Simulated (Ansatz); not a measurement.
Bulk modulus of ZrSnTe (P4/nmm, No. 129, 6 atoms in the cell; start mp-9289) at several levels of theory

No measured value is used here.

| level (code) | value (GPa) | cell (Å³/atom) |
|---|---|---|
| LDA (Ansatz) | [?] | 23.12 |
| PBEsol (Ansatz) | 93.2 | 23.65 |
| r²SCAN (Ansatz) | 87.9 | 24.55 |

Task: What belongs in the gaps?

Result: 
- LDA (Ansatz, a first-principles code), value (GPa): 98.8

LDA, PBEsol, r²SCAN: the bulk modulus is −V dP/dV from two relaxed cells at ±2 % in volume. LDA, PBEsol, r²SCAN: the relaxation could not lower the start's symmetry, so the cell can be a saddle point above a distorted one. Each level is taken at its own relaxed cell. Cutoffs differ between the levels. Ansatz's density-functional and Hartree–Fock values are scalar-relativistic unless marked +SOC, with PAW data made under PBE.

A start named mp-… is a Materials Project structure, which need not be a measured phase.
